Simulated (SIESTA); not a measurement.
SIESTA run on Nb6GePt (Pm-3, 8 atoms in the cell): self-consistent single point.

Method of the run: LDA PW92, numerical atomic orbitals DZP, PseudoDojo LDA standard norm-conserving potentials (rewritten from UPF to PSML) run with SIESTA.

The change in words: lattice scaled by 0.98. Reference geometry:
```
Nb6GePt
1.0
    5.06625     0.00000     0.00000
    0.00000     5.06625     0.00000
    0.00000     0.00000     5.06625
Nb Ge Pt
6 1 1
Cartesian
  0.00000   2.53312   3.79913
  0.00000   2.53312   1.26712
  3.79913   0.00000   2.53312
  1.26712   0.00000   2.53312
  2.53312   3.79913   0.00000
  2.53312   1.26712   0.00000
  0.00000   0.00000   0.00000
  2.53312   2.53312   2.53312
```

Reference input (self-consistent single point, DFT, LDA PW92, numerical atomic orbitals DZP, PseudoDojo LDA standard norm-conserving potentials (rewritten from UPF to PSML)): XC.functional = LDA; XC.authors = PW92; potentials = PseudoDojo LDA standard; PAO.BasisSize = DZP; PAO.EnergyShift = 0.01 Ry; MeshCutoff = 400 Ry; kgrid.MonkhorstPack = 5 5 5; OccupationFunction = MP; OccupationMPOrder = 0; ElectronicTemperature = 1160.45 K; MaxSCFIterations = 150; SCF.Mixer.Method = Pulay. This run's input differs from it in these lines:

```diff
@@ -13,5 +13,5 @@
 %block LatticeVectors
-     9.573823089    0.000000000    0.000000000
-     0.000000000    9.573823089    0.000000000
-     0.000000000    0.000000000    9.573823089
+     9.382346590    0.000000000    0.000000000
+     0.000000000    9.382346590    0.000000000
+     0.000000000    0.000000000    9.382346590
 %endblock LatticeVectors
@@ -19,10 +19,10 @@
 %block AtomicCoordinatesAndAtomicSpecies
-     0.000000000    4.786911545    7.179314196  1
-     0.000000000    4.786911545    2.394508893  1
-     7.179314196    0.000000000    4.786911545  1
-     2.394508893    0.000000000    4.786911545  1
-     4.786911545    7.179314196    0.000000000  1
-     4.786911545    2.394508893    0.000000000  1
+     0.000000000    4.691173295    7.035727884  1
+     0.000000000    4.691173295    2.346618706  1
+     7.035727884    0.000000000    4.691173295  1
+     2.346618706    0.000000000    4.691173295  1
+     4.691173295    7.035727884    0.000000000  1
+     4.691173295    2.346618706    0.000000000  1
      0.000000000    0.000000000    0.000000000  2
-     4.786911545    4.786911545    4.786911545  3
+     4.691173295    4.691173295    4.691173295  3
 %endblock AtomicCoordinatesAndAtomicSpecies
```

The program printed (abridged):

```
        iscf     Eharris(eV)        E_KS(eV)     FreeEng(eV)     dDmax    Ef(eV) dHmax(eV)
   scf:    1   -16012.606090   -16127.923375   -16127.949040  0.759058 -2.746948 33.908846
   scf:    2   -16118.111172   -16149.488485   -16149.556524  0.583589 -3.305011 14.916349
   scf:    3   -16162.400569   -16158.132590   -16158.181609  0.169987 -3.453301  2.495006
   scf:    4   -16157.688361   -16158.794156   -16158.839580  0.185272 -3.805132  4.642178
   scf:    5   -16157.281979   -16158.917024   -16158.967446  0.075811 -3.852868  4.114244
   scf:    6   -16159.533747   -16159.274326   -16159.323271  0.015838 -3.875471  2.113364
   scf:    7   -16159.380680   -16159.393800   -16159.441083  0.017061 -3.877687  0.307607
   scf:    8   -16159.397181   -16159.395848   -16159.443281  0.002055 -3.879099  0.141335
   scf:    9   -16159.396366   -16159.396308   -16159.443826  0.000824 -3.880194  0.007999
   scf:   10   -16159.396303   -16159.396307   -16159.443828  0.000076 -3.880276  0.000718
SCF Convergence by DM+H criterion
max |DM_out - DM_in|         :     0.0000760760
max |H_out - H_in|      (eV) :     0.0007178941
SCF cycle converged after 10 iterations

Using DM_out to compute the final energy and forces

siesta: E_KS(eV) =           -16159.3963

siesta: E_KS - E_eggbox =    -16159.3963

siesta: Atomic forces (eV/Ang):
     1   -0.000000    0.000000   -0.347657
     2   -0.000000    0.000000    0.347657
     3   -0.347585   -0.000000   -0.000000
     4    0.347585   -0.000000   -0.000000
     5   -0.000000   -0.347721   -0.000000
     6   -0.000000    0.347721   -0.000000
     7   -0.000000   -0.000000   -0.000000
     8    0.000000    0.000000    0.000000
   Tot    0.000000    0.000000    0.000000
   Max    0.347721
   Res    0.173827    sqrt( Sum f_i^2 / 3N )
   Max    0.347721    constrained

   [... lines left out ...]
siesta: FreeEng =    -16159.443828
   [... lines left out ...]
siesta:    -0.121532   -0.000000    0.000000
siesta:    -0.000000   -0.121535   -0.000000
siesta:     0.000000   -0.000000   -0.121535

siesta: Cell volume =        122.387712 Ang**3

siesta: Pressure (static):
siesta:                Solid            Molecule  Units
siesta:           0.00132367          0.00140044  Ry/Bohr**3
siesta:           0.12153385          0.12858242  eV/Ang**3
siesta:         194.71869639        206.01175141  kBar
```

The run converged in 10 iterations. Against the reference run the free energy goes up by 65.4 meV/atom, the pressure goes from 3.19 to 19.47 GPa and the largest force goes from 0.315 to 0.348 eV/Å.

The starting cell comes from a database of computed structures (which also holds hypothetical and non-ambient phases and stackings), without a prior relaxation at this level. Its lattice was rescaled by a random factor within 2.5 % of one. For this run, on top of that: lattice scaled by 0.98. Spin polarisation is off. Values carry the incompleteness of an atom-centred basis. With a pressure of about 19 GPa the cell is away from its equilibrium volume at this level.

Cost on one core of a shared machine: roughly 70 s.
